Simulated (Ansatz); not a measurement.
Structures of equal composition on the (111) surface of fcc Ir: a layer of Zn in place of the second plane; a layer of Zn in place of the third plane. The slabs share one bottom face, and each structure is named by its start. These are constructed structures in small cells; real faces may alloy, dewet or reconstruct in larger ones, and not all known structures of the face are among them. Slabs of about 11 Å, Fermi-Dirac smearing of 0.1 eV. Bottom of the slabs: a bare face, its two planes held. Relaxed from the named starts with such symmetry as they have, on meshes of like density; energies extrapolated to zero smearing; spin only where a row says so; no spin-orbit coupling, no U. Brackets mark spin-polarised runs, whose order is one that fits the cell.

These are PBE (plane waves to 420 eV, PAW; Ansatz, a program for electronic structure) values and carry that method's errors.

Task: Order them by energy per 1x1 cell (lowest first) at the level PBE.

Result: a layer of Zn in place of the second plane (0.000 eV), a layer of Zn in place of the third plane (0.330 eV)
